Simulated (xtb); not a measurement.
xtb 6.7.1, GFN2-xTB: dimethyl carbonate cation (COC(=O)OC), charge +1, multiplicity 2, 12 atoms. The geometry is a generated start, not checked to be a minimum at this level.

```json
{
  "method": "GFN2-xTB",
  "--acc": "1 (default)",
  "--etemp (K)": "300 (default)",
  "detailed input (--input)": "none: ANC optimiser, Lindh (1995) Hessian, microcycle=20, maxdispl=1.0, hlow=0.01 (default)",
  "basis_functions": "30",
  "valence_electrons": "35"
}
```

```xyz
12

C      2.3263     0.0458     0.0914
O      1.1057    -0.5930     0.4415
C     -0.0002     0.0037    -0.0041
O     -0.0355     1.0068    -0.6589
O     -1.0595    -0.6991     0.3955
C     -2.3224    -0.1807    -0.0024
H      2.3596     1.0578     0.5006
H      3.1158    -0.5653     0.5199
H      2.4321     0.1020    -0.9938
H     -3.0637    -0.8546     0.4177
H     -2.3993    -0.1548    -1.0912
H     -2.4589     0.8314     0.3838
```

Charge 1 and multiplicity 2 are set for this test and not shown to be the ground state. GFN-xTB has no spin term: --uhf 1 sets the occupations alone.

The structure is relaxed from this start with --opt LEVEL for the levels crude, sloppy, loose, lax, normal, tight, vtight, extreme, once each. Up to the end of the extreme run atoms move by at most 0.55 Å along an axis.

Question: What is the loosest level that ends within 20 meV of the extreme run, and how many cycles does it take?

Answer: normal: 26 cycles against 30, ending 0.033 meV above.

```tsv
level	cycles	energy above the extreme run (meV)	gradient norm (eV/Å)
crude	4	72	0.30
sloppy	5	70	0.13
loose	6	70	0.083
lax	6	70	0.083
normal	26	0.033	0.032
tight	27	under 0.01	0.011
vtight	29	under 0.01	0.0051
extreme	30	—	0.0015
```
